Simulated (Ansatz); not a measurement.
Al2Au, response to strain

Take Al2Au (space group Fm-3m, No. 225; a = 6.0032 Å; relaxed with 0.1 eV smearing) as the base. Axes: x, y, z lie along the cube axes.

Strains are applied to the cell and any free atomic positions relax; under biaxial strain the out-of-plane vector relaxes too.

The values are results of Kohn–Sham DFT with the PBEsol functional, run in Ansatz (a first-principles code) with PAW and 420 eV plane waves, no spin-orbit coupling, not measurements.

| biaxial strain, plane normal [001], relaxed out of plane (%) | out-of-plane strain (%) |
|---|---|
| -3 | 4.13 |
| -2.5 | ? |
| -2 | 2.67 |
| -1.5 | 1.97 |
| -1 | 1.29 |
| -0.5 | 0.63 |
| 0 | 0.00 |

**Question.** Fit ε⊥ = −νε + γε² (strains in %) to the rows shown and predict the withheld row.

**Answer.** Least squares on the printed values gives ν = 1.25 (the biaxial Poisson response) and γ = 0.043 (largest residual 0.00 %); this predicts 3.39 %, and the run gives 3.40 %, in agreement.

Whether these cells are dynamically stable was not tested.
